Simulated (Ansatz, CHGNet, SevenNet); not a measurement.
How the c axis length of TaN (model structure, started from the NbAs type, I4₁md, No. 109, 4 atoms in the cell) moves with the method

No measured value is used here.

| level (code) | value (Å) |
|---|---|
| CHGNet 0.3.0 | 10.182 |
| CHGNet-r²SCAN | 10.145 |
| SevenNet-l3i5 | 10.363 |
| LDA (Ansatz) | 10.136 |
| PBE (Ansatz) | ___ |
| PBEsol (Ansatz) | ___ |
| PBE-D3(BJ) (Ansatz) | 10.210 |
| r²SCAN (Ansatz) | ___ |
| r²SCAN+rVV10 (Ansatz) | 10.215 |

Task: Some entries are withheld; supply them.

Result: 
- PBE (Ansatz, a program for electronic structure), value (Å): 10.288
- PBEsol (Ansatz), value (Å): 10.196
- r²SCAN (Ansatz), value (Å): 10.239

Density-functional levels without +SOC have no spin–orbit coupling. Cutoffs differ between the levels. Ansatz's density-functional and Hartree–Fock values are scalar-relativistic unless marked +SOC, with PAW data made under PBE.

Machine-learned potentials (CHGNet 0.3.0, CHGNet-r²SCAN, SevenNet-l3i5) are trained on DFT data: a solid inside that data is no test of them.

A model structure was made by putting elements into a prototype or built by hand; it is no filed structure, need not be a known phase, and can be a saddle point held by its symmetry.
